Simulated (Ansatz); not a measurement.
Take CsPbBr3 in the cubic perovskite structure (space group Pm-3m, No. 221) as the base.

```xyz
5
Lattice="5.8721 0.0000 0.0000 0.0000 5.8721 0.0000 0.0000 0.0000 5.8721" Properties=species:S:1:pos:R:3 pbc="T T T"
Cs     0.0000     0.0000     0.0000
Pb     2.9360     2.9360     2.9360
Br     2.9360     0.0000     2.9360
Br     0.0000     2.9360     2.9360
Br     2.9360     2.9360     0.0000
```

Cartesian axes are those of the cell as printed.

Level of theory: plane-wave PAW DFT at the PBEsol level (Ansatz, an electronic-structure program, 420 eV), no spin-orbit coupling.

Strains are applied to the cell and any free atomic positions relax; under biaxial strain the out-of-plane vector relaxes too.

One change was made to it. Results:

The pressure (mean of the normal stresses, compression positive) goes from zero to -0.93 GPa; the shortest interatomic distance decreases by 0.021 Å to 2.915 Å.

Question: Which change produced these results?
A. biaxial strain +1.80 %, plane normal [001], relaxed out of plane
B. biaxial strain +3.00 %, plane normal [001], relaxed out of plane
C. biaxial strain +1.20 %, plane normal [001], relaxed out of plane
D. biaxial strain +0.60 %, plane normal [001], relaxed out of plane

Answer: B, biaxial strain +3.00 %, plane normal [001], relaxed out of plane. For comparison, the pressure in the other runs: biaxial strain +0.60 %, plane normal [001], relaxed out of plane gives -0.22 GPa; biaxial strain +1.20 %, plane normal [001], relaxed out of plane gives -0.42 GPa; biaxial strain +1.80 %, plane normal [001], relaxed out of plane gives -0.60 GPa.

Whether these cells are dynamically stable was not tested. Many cubic perovskites are stable only at high temperature; tilts and polar distortions were not tested. This is not the structure that CsPbBr3 has at room temperature and ambient pressure.
